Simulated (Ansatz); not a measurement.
We consider SrZrO3 (P4mm, No. 99, 5 atoms in the cell; start mp-1068742; a measured phase of this formula has another space group), described by PBEsol in Ansatz (plane waves, PAW).

Settings: plane-wave cutoff 520 eV, 8×8×8 k mesh, Fermi–Dirac smearing 0.01 eV, scalar-relativistic PAW data made under PBE.

Cell (relaxed at this level):

Space group P4mm (No. 99); a = b = 4.1110 Å, c = 4.1922 Å, α = β = γ = 90.00°

```json
[
 {"atom": "Sr", "site": "1b", "symmetry": "4mm", "x": "0.5000", "y": "0.5000", "z": "0.5540"},
 {"atom": "Zr", "site": "1a", "symmetry": "4mm", "x": "0.0000", "y": "0.0000", "z": "0.0041"},
 {"atom": "O", "site": "1a", "symmetry": "4mm", "x": "0.0000", "y": "0.0000", "z": "0.4819"},
 {"atom": "O", "site": "2c", "symmetry": "2mm.", "x": "0.0000", "y": "0.5000", "z": "0.9520"}
]
```

**Question.** Estimate the band gap and bulk modulus that the calculation returns.

**Answer.** 
- band gap: 3.35 eV (on the SCF k mesh)
- bulk modulus: 144 GPa

Note: the relaxation could not lower the start's symmetry, so the cell can be a saddle point above a distorted one; the bulk modulus is −V dP/dV from two relaxed cells at ±2 % in volume.

Spin–orbit coupling is not included.

The computed numbers hold no vibrational or temperature effects.

A start named mp-… is a Materials Project structure, which need not be a measured phase.

Ansatz is a quantum-chemistry and plane-wave program.
